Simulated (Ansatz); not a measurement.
Coverage and cell size: O on the 1x1 (111) surface of fcc Ag, one adsorbate a cell, in each cell the lowest of the starts that converged. Energies against ½ O2(g), without dispersion, zero-point or thermal terms; small cells hold the layer to their symmetry. A negative adsorption energy means that the adsorbate is more stable on the surface than in its reference.

All values below come from PBE (plane waves to 420 eV, PAW; Ansatz, a quantum-chemistry and plane-wave program).

```tsv
area an adsorbate, end state	atoms	E_ads (eV)	height (Å)	Δ work function (eV)	rough cost
7 Å², bonded to 3 Ag	5	0.94	1.32	[?]	roughly 3.0 core-minutes
15 Å², bonded to 3 Ag	9	0.16	1.17	2.21	roughly 14 core-minutes
30 Å², bonded to 3 Ag	17	-0.33	1.22	1.18	around 17 core-minutes (rough)
```

Some entries are withheld; supply them.


- 7 Å², bonded to 3 Ag, Δ work function (eV): 3.51
